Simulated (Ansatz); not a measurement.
The parent structure is ZrC in the rock salt structure (space group Fm-3m, No. 225; a = 4.7088 Å; relaxed with 0.1 eV smearing).

Computed with PBE (Ansatz, a program for electronic structure), spin-orbit coupling left out.

Strains are applied to the cell and any free atomic positions relax.

One change was made to it. Results:

| quantity | base | after |
|---|---|---|
| energy relative to the base (free energy F) | 0 meV/atom | +35 meV/atom |
| pressure | 0.0 GPa | 15.2 GPa |

### Question
Which of these changes matches the shifts?
A. isotropic strain −1.50 %
B. isotropic strain −0.50 %
C. isotropic strain −2.00 %

### Answer
C, isotropic strain −2.00 %. For comparison, the energy relative to the base in the other runs: isotropic strain −0.50 % gives +2.1 meV/atom; isotropic strain −1.50 % gives +19 meV/atom.

No phonon test of stability was made. The final runs are not spin-polarised.
